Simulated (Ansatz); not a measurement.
Take Sb in the fcc (Cu type) structure (space group Fm-3m, No. 225; a = 4.7143 Å; relaxed with 0.1 eV smearing) as the base.

Method: PBEsol, PAW, 420 eV (Ansatz, a program for electronic structure; no spin-orbit coupling).

Before the change:

```
Quantity    Value
--------  -------
Pressure  0.0 GPa
```

It is then changed as follows: an isotropic linear strain of −0.78 %, atoms relaxed at fixed cell.

How does this affect the pressure?

The pressure goes from zero to 1.7 GPa.

Predict the new energy relative to the base.

The energy goes up by 3.1 meV/atom.

Whether these cells are dynamically stable was not tested. This is not the structure that Sb has at room temperature and ambient pressure.
